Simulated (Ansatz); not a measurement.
Output of an Ansatz run (abridged):

```
WARN the atoms were moved onto the symmetric positions of the space group found under crystal.symmetry.tolerance 1.0e-5 (fractional …
WARN basis.ecutwfc = 420 eV, the default
WARN ansatz: RAYON_NUM_THREADS=1 ignored (pool sized by the plan → 1); use --threads N
Pseudopotentials: kind: paw
Pseudopotential: Al, paw, valence charge 3
Crystal: 3 atoms, lattice volume = 84.436 Å³
Basis set: ecut = 420 eV, 1655 PW (Γ)
Bands: 9, of which v1, the nominal top of the filled ones, is band 5 counted from 1 (4 counted from 0)
Symmetry: 6 space group operations
Space group: P3121 (ITA 152), of the structure as read, at distance tolerance 4.4e-5 Å
k-points: 69 of 567 (time reversal used)
PAW frozen core: Al, regenerated for the run's functional, and the local potential with it
Initial density: superposition of atomic densities (neutral atoms: chi_scale 0, normalization atom), corrected by the library's trained network
Initial wavefunctions: pseudopotential atomic-orbital guess
Eigensolver: davidson
Functional: x = slater, c = lda
SCF iter   1: F=—  HF=-1535.291698 eV  |F-HF|=—  |Δ(HF+E_count)|=         —  Δρ=2.18e-3  dr2=4.64e-3  ethr=1.77e-3  ⟨swp⟩=6.6  Hψ=5510  notcnv=0
all-band conjugate gradients solve this SCF's bands
preconditioner: auto → none
SCF iter   2: F=—  HF=-1535.291250 eV  |F-HF|=—  |Δ(HF+E_count)|=   4.48e-4  Δρ=1.34e-3  dr2=1.92e-3  ethr=5.16e-5  ⟨swp⟩=1.1  Hψ=1184  notcnv=0
SCF iter   3: F=—  HF=-1535.290938 eV  |F-HF|=—  |Δ(HF+E_count)|=   3.12e-4  Δρ=2.69e-4  dr2=1.27e-4  ethr=2.13e-5  ⟨swp⟩=2.3  Hψ=885  notcnv=0
SCF iter   4: F=—  HF=-1535.290897 eV  |F-HF|=—  |Δ(HF+E_count)|=   4.15e-5  Δρ=5.60e-5  dr2=2.28e-6  ethr=1.41e-6  ⟨swp⟩=2.2  Hψ=873  notcnv=0
SCF iter   5: F=—  HF=-1535.290896 eV  |F-HF|=—  |Δ(HF+E_count)|=   9.76e-7  Δρ=1.36e-5  dr2=4.22e-7  ethr=2.54e-8  ⟨swp⟩=2.1  Hψ=894  notcnv=0
SCF iter   6: F=-1535.290896 eV  HF=-1535.290896 eV  |F-HF|=1.52e-8  |Δ(HF+E_count)|=   1.31e-7  Δρ=3.21e-6  dr2=2.18e-8  ethr=1.11e-9  ⟨swp⟩=5.8  Hψ=2796  notcnv=0
SCF 1 converged in 6 iterations: F = -1535.290896 eV  dr2 = 2.18e-8
SCF converged after 6 iterations
Free energy (F): -1535.290896 eV
Harris-Foulkes:  -1535.290896 eV  (|F-HF|=1.52e-8)
Internal energy: -1535.285738 eV  (E = F + TS)
E sigma→0 (E₀):  -1535.288317 eV
Entropy (-TS):   -0.005157 eV (-1.719 meV/atom)
Fermi energy:    2.851799 eV
--- Per-component energies (eV) ---
  E_band       = -4.308657
  E_kinetic    = 58.126401
  E_local      = -22.433433  (includes V_loc(G=0)·N_el)
  E_nonlocal   = 35.531410
  E_hartree    = 7.979571
  E_xc         = -111.625434
  E_vxc        = -79.465358  (∫ρ·V_xc dr)
  E_paw        = -1329.752215  (= ΣΔE_a)
  E_vpaw       = -12.026236  (= ΣTr[D̂ρ^β])
  E_aug_tail   = -0.000011  (compensation charges beyond the density's cutoff)
  E_ewald      = -173.279177
  E_core_change = 0.167150  (= ΣΔE_core)
  E_smearing   = -0.005157  (= −TS)
  E_closure    = 0.000000  (closes the sum)
  Σ components = -1535.290896   (vs F -1535.290896, Δ=0.00e0)
--- Forces (eV/Å), atoms counted from 1 ---
  atom   1  Al     2.09296069     0.00000000     0.00000000
  atom   2  Al    -1.04648034     1.81255712     0.00000000
  atom   3  Al    -1.04648034    -1.81255712     0.00000000
  max |Σ_I F_I| component: 0.00e0 eV/Å
--- Stress (GPa, compression-positive) ---
       -4.331800       0.000000       0.000000
        0.000000      -4.331800      -0.000000
        0.000000      -0.000000       3.231106
  P = ⅓ Tr σ = -1.8108 GPa (-18.108 kbar)
  The stress holds the Pulay correction. Without it, at fixed plane waves, as pw.x and ABINIT print it: P = -1.8410 GPa
--- Band table (eV; the first three rows and the last of 69) ---
  k-point 0: bands = ["-5.2341", "0.1696", "0.1696", "3.3115", "4.4582", "4.4582", "5.2786", "5.2786", "6.5934"]
  k-point 1: bands = ["-5.1183", "-1.1914", "1.6043", "3.4068", "4.5100", "4.6724", "5.2193", "5.3708", "6.6081"]
  k-point 2: bands = ["-4.7718", "-2.3938", "2.8980", "3.6853", "4.7721", "5.0776", "5.1543", "5.5608", "6.4751"]
  k-point 68: bands = ["-2.5873", "-1.9321", "0.0629", "0.7662", "1.1940", "1.4195", "6.8517", "8.1806", "8.2068"]
```

The structure:

```
CELL_PARAMETERS angstrom
      4.41292     0.00000     0.00000
     -2.20646     3.82170     0.00000
      0.00000     0.00000     5.00661
ATOMIC_POSITIONS crystal
  Al 0.22540 0.00000 0.83333
  Al 0.00000 0.22540 0.16667
  Al 0.77460 0.77460 0.50000
```

Task: What input produced this log?

Result: Other spellings and defaults could give the same log, and not every line can be read from it. The input that was run (DFT, LDA (PW92), plane waves, default PAW files made with PBE):

Ansatz 0.2 input:
```yaml
# Al
crystal:
  lattice:
    - [4.41292400, 0.00000000, 0.00000000]
    - [-2.20646200, 3.82170400, 0.00000000]
    - [0.00000000, 0.00000000, 5.00661000]
  atoms:
    - { symbol: Al, position: [0.22540000, 0.00000000, 0.83333300] }
    - { symbol: Al, position: [0.00000000, 0.22540000, 0.16666700] }
    - { symbol: Al, position: [0.77460000, 0.77460000, 0.50000000] }
kpoints:
  mp_grid: { grid: [9, 9, 7] }
hamiltonian:
  xc: lda
  pseudopotentials: { kind: paw }
scf:
  occupations: { method: gaussian, width: 0.05 eV }
output:
  forces: true
  eigenvalues: true
  stress: true
```

The starting cell was generated: these elements placed on a structure prototype, without a prior relaxation; it need not be a known phase or ordering of this composition. Its lattice was rescaled by a random factor within 2.5 % of one. Forces in this geometry exceed 1 eV/Å. Ansatz's pressure includes its estimate of the finite-basis (Pulay) stress.

Ansatz is a quantum-chemistry and plane-wave program.
